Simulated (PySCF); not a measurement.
PySCF 2.14.0, TPSSH/def2-svpd, df: Cr(O)(S)(F)(Br) ([O]=[Cr]([F])(=[S])[Br]), 5 atoms. The geometry is a generated start, not checked to be a minimum at this level.

| Item | Result |
|---|---|
| task | energy |
| method | tpssh |
| basis | def2-svpd |
| two-electron scheme | density fitting |
| mol.max_memory | 3000 MB |
| mf.max_cycle | 100 |
| mf.init_guess | minao (default) |
| mf.DIIS | CDIIS (default) |
| mf.diis_space | 8 (default) |
| mf.conv_tol | 1e-09 (default) |
| mf.grids.level | 3 (default) |
| basis functions | 148 |
| grid points | 88552 |

```xyz
5

Cr     0.0673    -0.1345    -0.1510
O      1.3118     0.0164    -1.0631
S      0.7172    -0.1210     1.8095
F     -0.9291    -1.4897    -0.2699
Br    -1.1672     1.7287    -0.3255
```

Charge 0 and multiplicity 1 are set for this test and not shown to be the ground state.

One run each on 2 threads, 1 BLAS thread. Values of level_shift (Hartree) tried: 0 (default), 0.1, 0.3, 1.

Which value of level_shift (Hartree) needs the fewest Fock builds, and what happens away from it?

Fewest Fock builds: 0.1 with 21. The count rises to 34 at 0.3. The run ends without SCF convergence in 100 cycles at 1.

```
level_shift (Hartree)  Fock builds             end
---------------------  -----------  --------------
0 (default)                     23   same solution
0.1                             21   same solution
0.3                             34   same solution
1                              101  no convergence
```
